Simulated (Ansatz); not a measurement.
**Li2O2 under a change: pressure 3 GPa**

Consider Li₂O₂ (space group P6_3/mmc, No. 194; a = 3.123 Å, c = 7.565 Å; with O–O pairs, as in a peroxide).

Now apply this change: cell and atoms relaxed at a pressure of 3 GPa.

Method: PBEsol/PAW in Ansatz (a program for electronic structure), scalar-relativistic without spin-orbit coupling. k-mesh 12×12×5 (Γ-centred); smearing 0.05 eV (Fermi–Dirac).

```json
[
 {"quantity": "density", "base": "2.38 g/cm³", "changed": "2.47 g/cm³", "shift": "+0.09 g/cm³"},
 {"quantity": "lattice parameter a", "base": "3.123 Å", "changed": "3.088 Å", "shift": "-0.035 Å"},
 {"quantity": "c/a ratio", "base": "2.422", "changed": "2.417", "shift": "-0.005"},
 {"quantity": "enthalpy H = E + PV relative to the base's energy", "base": "–", "changed": "+0.15 eV/atom", "shift": "–"},
 {"quantity": "band gap", "base": "2.20 eV", "changed": "2.25 eV", "shift": "+0.05 eV"},
 {"quantity": "gap character", "base": "indirect, Γ–M (20 % along) → Γ", "changed": "indirect, Γ–M (20 % along) → Γ", "shift": "–"},
 {"quantity": "smallest direct gap", "base": "2.21 eV", "changed": "2.26 eV", "shift": "+0.05 eV"},
 {"quantity": "mean gap deformation potential ΔEg/Δln V", "base": "–", "changed": "-1.4 eV", "shift": "–"},
 {"quantity": "width of the top valence band", "base": "1.33 eV", "changed": "1.39 eV", "shift": "+0.06 eV"},
 {"quantity": "electron mass", "base": "0.42 mₑ along c, 2.1 mₑ across (at Γ)", "changed": "0.42 mₑ along c, 2.4 mₑ across (at Γ)", "shift": "–"}
]
```

Cost of the whole job for the changed cell (relaxation, final SCF and bands): around 70 core-seconds (rough).

Load acts through the strain it causes; cell and atoms are relaxed under it. Masses are band curvatures over ±0.01 Å⁻¹ around the edge. Stability against distortions was not tested.
